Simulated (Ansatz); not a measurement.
Take BAs in the zinc blende structure (space group F-43m, No. 216; a = 4.7322 Å) as the base.

Structures relaxed with LDA in Ansatz (plane waves to 420 eV, PAW, spin-orbit coupling left out).

Base:

Simulated powder pattern, Cu Kα1, λ = 1.54056 Å (kinematic, ideal powder, no thermal factors, no anomalous dispersion; the 14 strongest lines at most, above 2 %, up to 2θ = 90°):

```tsv
2θ (°)	I/Imax (%)	hkl
32.75	100	(111)
38.00	40	(200)
54.83	40	(220)
65.35	40	(311)
68.65	9.5	(222)
81.25	6.2	(400)
```

After one change:

Simulated powder pattern, Cu Kα1, λ = 1.54056 Å (kinematic, ideal powder, no thermal factors, no anomalous dispersion; the 14 strongest lines at most, above 2 %, up to 2θ = 90°):

| 2θ (°) | I/Imax (%) |
|---|---|
| 32.60 | 100 |
| 37.81 | 40 |
| 54.55 | 40 |
| 65.01 | 40 |
| 68.29 | 9.5 |
| 80.79 | 6.3 |
| 89.86 | 17 |

Question: Name the change that was made.
(A) pressure 4.5 GPa
(B) pressure −2 GPa
(C) pressure −1 GPa
(D) pressure 9 GPa

Answer: B, pressure −2 GPa. Its volume per atom is 13.43 Å³ against 13.25 Å³, and its space group is F-43m (No. 216).

Load acts through the strain it causes; cell and atoms are relaxed under it. No phonon test of stability was made. No other phases were tried under pressure.

Ansatz is a first-principles code.
